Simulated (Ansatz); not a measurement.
Quick settings and what they miss: PtAl2 (Fm-3m, 3 atoms in the cell)

Self-consistent single point.

```
CELL_PARAMETERS angstrom
      0.00000     2.91067     2.91067
      2.91067     0.00000     2.91067
      2.91067     2.91067     0.00000
ATOMIC_POSITIONS crystal
  Al 0.25000 0.25000 0.25000
  Al 0.75000 0.75000 0.75000
  Pt 0.00000 0.00000 0.00000
```

Level of theory: PBE, PAW files (plane waves; Ansatz, an electronic-structure program).

Base settings: basis.ecutwfc = 420 eV; kpoints.mp_grid.grid = 13 13 13; hamiltonian.xc = pbe; hamiltonian.pseudopotentials = {kind: paw} (the program's default PAW files); scf.occupations.method = cold; scf.occupations.width = 0.136 eV.

Tight run (finer mesh or higher cutoff; not a proven limit): basis.ecutwfc: 420 eV → 590 eV; kpoints.mp_grid.grid: 13 13 13 → 18 18 18; scf.convergence.dr2_threshold: default (1e-07 eV) → 1e-09 eV. It gave Fermi level (on the code's own zero) 12.10 eV; pressure 9.42 GPa.

Quick runs, as changes from the base:
- A: the base itself
- B: basis.ecutwfc: 420 eV → 250 eV; kpoints.mp_grid.grid: 13 13 13 → 1 1 1; hamiltonian.xc: pbe → lda [LDA (PW92)]
- C: basis.ecutwfc: 420 eV → 335 eV; kpoints.mp_grid.grid: 13 13 13 → 2 2 2; scf.occupations.method: cold → methfessel_paxton; scf.occupations.width: 0.136 eV → 0.5 eV
- D: basis.ecutwfc: 420 eV → 210 eV; kpoints.mp_grid.grid: 13 13 13 → 2 2 2
- E: basis.ecutwfc: 420 eV → 210 eV; kpoints.mp_grid.grid: 13 13 13 → 8 8 8; hamiltonian.xc: pbe → lda; scf.convergence.dr2_threshold: default (1e-07 eV) → 0.001 eV [LDA (PW92)]

Energies are extrapolated to zero smearing width, which holds to low order in the width alone.

Dashes: energy of B, E, another energy zero.

† marks runs with another functional, U, potentials or spin treatment: their distance from the tight run is not a convergence error alone.

The count of work is k-points × plane waves × bands × iterations; it is no time. 

Pressures in the table are Ansatz's without its Pulay estimate, at a fixed set of plane waves; the tight run's value above holds the estimate.

The starting cell has typed, rounded lattice constants, without a prior relaxation at this level. Its lattice was rescaled by a random factor within 2.5 % of one. Spin polarisation is off. In the base run, with a pressure of about 9 GPa the cell is away from its equilibrium volume at this level.

```
run  energy less tight (meV/atom)  pressure less tight (GPa)  count of work / tight
---  ----------------------------  -------------------------  ---------------------
A                            -0.4                      -0.09                   0.22
B†                              –                      11.54                 0.0019
C                           -38.0                      -5.25                 0.0044
D                          2162.8                    -112.96                 0.0021
E†                              –                    -119.50                  0.013
```

Among the runs at the tight run's level, the energy misses run from 0.4 to 2162.8 meV/atom.

Left out of this page: 1 run of the series unsound by tests on forces, stress, charge or solver warnings.

Keys are those of Ansatz 0.2.
